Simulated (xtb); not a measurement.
xtb 6.7.1, GFN1-xTB: C(=C\c1cc2sccc2s1)/c1ccc2ccccc2c1, 32 atoms. The geometry is a generated start, not checked to be a minimum at this level.

```yaml
method: GFN1-xTB
"--acc": 1 (default)
"--etemp (K)": 300 (default)
detailed input (--input): "none: ANC optimiser, Lindh (1995) Hessian, microcycle=20, maxdispl=1.0, hlow=0.01 (default)"
basis_functions: 116
valence_electrons: 96
```

The structure is relaxed from this start with --opt LEVEL for the levels crude, sloppy, loose, lax, normal, tight, vtight, extreme, once each. Up to the end of the extreme run atoms move by at most 0.069 Å along an axis.

### Question
What is the loosest level that ends within 1 meV of the extreme run, and how many cycles does it take?

### Answer
loose: 5 cycles against 22, ending 0.61 meV above.

```csv
level,cycles,energy above the extreme run (meV),gradient norm (eV/Å)
crude,4,1.5,0.18
sloppy,4,1.5,0.18
loose,5,0.61,0.065
lax,6,0.45,0.045
normal,7,0.35,0.024
tight,13,0.10,0.0059
vtight,22,under 0.01,0.0021
extreme,22,—,0.0021
```
